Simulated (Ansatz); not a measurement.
Surface: Si(100) 2x1 dimer surface, one row of 4 dimers, 5 layers, bottom layer H-capped and fixed, every top atom capped by F; cell 7.7 x 15.3 Å; one cap replaced by H; about 5 Å thick over the host's atoms, 24 atoms held; the lower dihydride is canted and the layers over it are shifted sideways by a few tenths of an Å, alike in all states. Computed with PBE-D3(BJ) (plane waves to 420 eV, PAW; Ansatz, a program for electronic structure). k mesh 2 x 1 x 1. The slab states were run without spin polarisation. Slab thickness, cell and mesh are as stated and are not converged limits. No zero-point or entropy terms are included. Each state was relaxed from one prepared geometry.

End state of this step: two adsorbed atoms pair up and leave as HF (intradimer). Atoms near the product:

| atom | x (Å) | y (Å) | z (Å) |
|---|---|---|---|
| Si(7) | 4.718 | 6.367 | 6.367 |
| Si(32) | 1.505 | 8.317 | 7.846 |
| Si(34) | 3.778 | 8.322 | 7.230 |
| Si(38) | 4.716 | 10.275 | 6.372 |
| F(60) | 4.186 | 8.284 | 9.362 |
| H(63) | 3.211 | 8.291 | 9.492 |

Problem. What energy does it take to move HF into the gas, one a cell, with the surface relaxed behind it, and what are its closest contacts before it leaves?

Solution. 0.34 eV. Its closest contacts to the rest of the cell: F(60)...Si(34) 2.17 Å, H(63)...Si(34) 2.33 Å, H(63)...Si(32) 2.37 Å.
